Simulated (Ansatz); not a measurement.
What isotropic strain +0.57 % does to hypothetical Pm-3n C

Base system: C (space group Pm-3n, No. 223; a = 3.818 Å; a hypothetical phase, not in the database extracts checked).

The change: every lattice vector is stretched by 0.57 %, atoms relaxed at fixed cell.

Computed with Kohn–Sham DFT with the PBEsol functional, run in Ansatz (a program for electronic structure) with PAW and 420 eV plane waves, scalar-relativistic without spin-orbit coupling. k-mesh 12×12×12 (Γ-centred); smearing 0.05 eV (Fermi–Dirac).

The volume per atom increases by 0.12 Å³ (6.96 Å³ → 7.08 Å³) and the shortest interatomic distance rises by 0.021 bohr to 3.628 bohr. The energy grows by 1.1 meV/atom and the pressure goes from zero to -2.9 GPa. The band gap remains zero.

Stability against distortions was not tested.
